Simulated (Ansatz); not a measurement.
The parent structure is ZnCu2SnS4 (space group I-4, No. 82).

```xyz
8
Lattice="-2.7342 2.7342 5.4676 2.7342 -2.7342 5.4676 2.7342 2.7342 -5.4676" Properties=species:S:1:pos:R:3 pbc="T T T"
Cu     0.0000     0.0000     0.0000
Cu     0.0000     2.7342     2.7338
Zn     2.7342     0.0000     2.7338
Sn     0.0000     0.0000     5.4676
S      1.4129     1.4563     4.0525
S      1.3214     1.2779    -1.4151
S      1.4563    -1.4129     6.8826
S      1.2779     4.1471     1.4151
```

Cartesian axes are those of the cell as printed.

All numbers come from Ansatz (an electronic-structure program), PBE, PAW, cutoff 420 eV, spin-orbit coupling left out, earlier PAW set.

For the base:

- Volume per atom = 20.44 Å³

The change: biaxial strain +0.88 %, plane normal [001], relaxed out of plane (Cartesian); in-plane vectors clamped, the third vector and the atoms free.

Question: Estimate the effect on the energy relative to the base and volume per atom.

Answer: The energy increases by 0.8 meV/atom; the volume per atom rises by 0.14 Å³ (20.44 Å³ → 20.58 Å³).

Stability against distortions was not tested. All final runs are without spin polarisation.
